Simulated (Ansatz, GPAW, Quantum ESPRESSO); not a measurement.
**Code comparison for BaMg₂Sb₂ (P-3m1, 5 atoms in the cell)**

Self-consistent single point.

```
Ba(MgSb)2
1.0
    4.79854     0.00000     0.00000
   -2.39927     4.15566     0.00000
    0.00000     0.00000     8.20590
Ba Mg Sb
1 2 2
Cartesian
  0.00000   0.00000   0.00000
  2.39927   1.38522   3.09083
  0.00000   2.77044   5.11507
  2.39927   1.38522   5.99449
  0.00000   2.77044   2.21141
```

Shared settings, as Ansatz (a first-principles code) writes them: kpoints.mp_grid.grid = 2 2 1; scf.occupations.method = fixed. Potentials and cutoffs stand in the table.

```tsv
code	model	pressure (GPa)	largest force (eV/Å)	gap on the mesh (eV)	cutoff
GPAW	LDA (Perdew-Wang 92), GPAW PAW datasets LDA (gpaw-data 1.0.1)	-1.74	0.088	–	850 eV
Ansatz	LDA (PW92), PAW files made with PBE	-1.84	0.155	0.733	default
Quantum ESPRESSO	LDA (PZ), GBRV 1.5 ultrasoft (LDA) pseudopotentials	-1.80	0.132	0.729	40 Ry
```

Size of the force on each atom (eV/Å): Sizes of forces hide their directions.

```
code                Ba1    Mg2    Mg3    Sb4    Sb5
----------------  -----  -----  -----  -----  -----
GPAW              0.000  0.053  0.053  0.088  0.088
Ansatz            0.000  0.049  0.049  0.155  0.155
Quantum ESPRESSO  0.000  0.051  0.051  0.132  0.132
```

A dash marks a value that a program does not give, or that is left out as unsure.

No gap is tabulated for GPAW: it is not read from that output, or partly filled or unconverged empty levels leave it unsure.

Gaps are read on the mesh.

On Ansatz's run: spin-orbit coupling is off.

The spread over the programs that give each value: pressure within 0.10 GPa; largest force within 0.067 eV/Å; gap on the mesh within 0.004 eV.

Ansatz's pressure is given at a fixed set of plane waves, as the other plane-wave codes print theirs. The same LDA comes in different parametrisations, which differ slightly.

On the base mesh (6 6 3) the same programs gave: Ansatz pressure -2.46 GPa, gap on the mesh 0.826 eV; Quantum ESPRESSO pressure -2.44 GPa, gap on the mesh 0.821 eV; GPAW pressure -2.40 GPa.

The values differ from the base mesh's, so the mesh still matters here: the table compares the programs at equal settings.

The starting cell comes from a database of computed structures (which also holds hypothetical and non-ambient phases and stackings), without a prior relaxation at this level.

Left out of this page: ABINIT (with a known weakness of the program); CP2K (on another mesh).

Keys are those of Ansatz 0.2.
